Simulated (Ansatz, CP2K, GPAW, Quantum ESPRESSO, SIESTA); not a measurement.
Code comparison for Ti (P6_3/mmc, 4 atoms in the cell)

Self-consistent single point, at a second geometry (lattice scaled by 0.98). First geometry:

```
CELL_PARAMETERS angstrom
      2.92199     0.00000     0.00000
     -1.46099     2.53051     0.00000
      0.00000     0.00000     9.40151
ATOMIC_POSITIONS crystal
  Ti 0.00000 0.00000 0.00000
  Ti 0.00000 0.00000 0.50000
  Ti 0.33333 0.66667 0.25000
  Ti 0.66667 0.33333 0.75000
```

Shared settings, as Ansatz (a first-principles code) writes them: kpoints.mp_grid.grid = 9 9 3; scf.occupations.method = gaussian; scf.occupations.width = 0.2 eV. Potentials and cutoffs stand in the table.

```tsv
code	model	ΔF from the first geometry (meV/atom)	pressure (GPa)	cutoff
Ansatz	PBE, default PAW files	27.8	8.29	420 eV
Quantum ESPRESSO	PBE, PseudoDojo standard norm-conserving (PBE) pseudopotentials	28.3	8.39	85 Ry
SIESTA	GGA PBE, numerical atomic orbitals TZP, PseudoDojo PBE standard norm-conserving potentials (rewritten from UPF to PSML)	9.0	5.34	grid 350 Ry
CP2K	PBE, GPW, DZVP-MOLOPT-SR-GTH basis, GTH-PBE potentials (GTH_POTENTIALS)	32.6	9.16	grid 600 Ry
GPAW	PBE, GPAW PAW datasets PBE (gpaw-data 1.0.1)	30.7	8.40	800 eV
```

On Ansatz's run: spin polarisation is off.

The spread over the programs that give each value: ΔF from the first geometry within 23.6 meV/atom; pressure within 3.82 GPa.

SIESTA and CP2K use small atom-centred bases, whose incompleteness enters pressures, forces and empty levels differently from a plane-wave cutoff. Ansatz's pressure is given at a fixed set of plane waves, as the other plane-wave codes print theirs. In the pressure, SIESTA (by 3.04) lies more than 1 GPa from the median of the plane-wave programs.

The starting cell was generated: these elements placed on a structure prototype, without a prior relaxation; it need not be a known phase or ordering of this composition. Its lattice was rescaled by a random factor within 2.5 % of one. For this run, on top of that: lattice scaled by 0.98.

Left out of this page: ABINIT (with a known weakness of the program); Elk and FLEUR (not drawn, or without a comparable value).

Keys are those of Ansatz 0.2.
